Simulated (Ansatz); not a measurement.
We consider Mg₃PN (model structure, started from the cubic perovskite type, Pm-3m, No. 221, 5 atoms in the cell), described by LDA in Ansatz (plane waves, PAW).

Run with plane-wave cutoff 520 eV, 8×8×8 k mesh, Fermi–Dirac smearing 0.01 eV, scalar-relativistic PAW data made under PBE.

Cell (relaxed with PBEsol):

```
CELL_PARAMETERS angstrom
      4.15218     0.00000     0.00000
      0.00000     4.15218     0.00000
      0.00000     0.00000     4.15218
ATOMIC_POSITIONS crystal
  P  0.00000 0.00000 0.00000
  N  0.50000 0.50000 0.50000
  Mg 0.00000 0.50000 0.50000
  Mg 0.50000 0.50000 0.00000
  Mg 0.50000 0.00000 0.50000
```

Give the computed band gap.


* **band gap**: 1.69 eV (direct)

Note: the relaxation could raise the start's symmetry but not lower it, so the cell can be a saddle point; cell and atoms aren't relaxed at this level (pressure -3.2 GPa).

The computed numbers hold no vibrational or temperature effects.

It cost very roughly 17 core-seconds of CPU time.

A model structure was made by putting elements into a prototype or built by hand; it is no filed structure, need not be a known phase, and can be a saddle point held by its symmetry.

Ansatz is a first-principles code.
